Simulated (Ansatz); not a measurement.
# Cl on the 1x1 (111) surface of fcc Ag, one in a 2x2 cell, started at the site 'hollow Ag-Ag-Ag over Ag at depth 4.7 Å'

Method: r2SCAN, at the PBE geometry (plane waves to 500 eV, PAW; Ansatz, a quantum-chemistry and plane-wave program).

Model: 17-atom slab, 7.1 Å thick at the start under the adsorbate (thin: gaps and levels are the slab's own), 6x6x1 mesh, Fermi-Dirac 0.1 eV, dipole correction, single point; on the structure that PBE left under its start's symmetry; no spin, no spin-orbit, no U, no dispersion correction. At the end it is bonded to 3 Ag. In PBE it is, or lies within 0.03 eV of, the lowest of the starts that converged; the order may differ at this level.

The adsorption energy against ½ Cl2(g) at the same level is -1.88 eV and the work function of the top face is 5.62 eV. The change of the work function is 1.22 eV and the change of the step from the bottom to the top vacuum level, against the clean slab is 1.20 eV. The height of the binding atom over the mean of the host atoms within 0.3 Å of the top one comes out as 2.029 Å, the nearest host atoms of the binding atom is Ag at 2.64 Å, Ag at 2.64 Å, Ag at 2.64 Å and the cost is very roughly 2.7 core-minutes.

A negative adsorption energy means that the adsorbate is more stable on the surface than in its reference.
